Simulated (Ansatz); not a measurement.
Cost and result by functional for the adsorption energy of F on the 1x1 (111) surface of fcc Pd, one in a 2x2 cell, started at the site 'hollow Pd-Pd-Pd over Pd at depth 4.5 Å', in Ansatz (plane waves, PAW). Single points on the PBE structure, on one kind of machine; costs are rough ratios of the slab run's core time (references not counted) to the cheapest single point. r2SCAN's cost holds its higher cutoff (500 against 420 eV). Differences are taken against r2SCAN for comparison alone: no measured value is at hand, so the table doesn't rank accuracy.

Set-up: 17 atoms, 6.8 Å thick at the start under the adsorbate (thin: gaps and levels are the slab's own); mesh 6x6x1; 0.1 eV smearing; dipole correction on; 8 atoms held, the rest relaxed; start symmetry kept, larger cells not searched; no spin, no spin-orbit, no U, no dispersion correction. At the end it is bonded to 3 Pd. In PBE it is, or lies within 0.03 eV of, the lowest of the starts that converged. These notes are the PBE run's. Adsorption energies are against ½ F2(g). A negative adsorption energy means that the adsorbate is more stable on the surface than in its reference.

```csv
functional,relative cost,adsorption energy (eV),less r2SCAN (eV)
RPBE,1,-1.88,0.57
r2SCAN,4,-2.45,0.00
PBE (the relaxed run's value),–,-2.08,0.37
```

The values span 0.57 eV, while the single points' costs differ by a factor of roughly 4. Differences are of unrounded values.

Ansatz is a quantum-chemistry and plane-wave program.
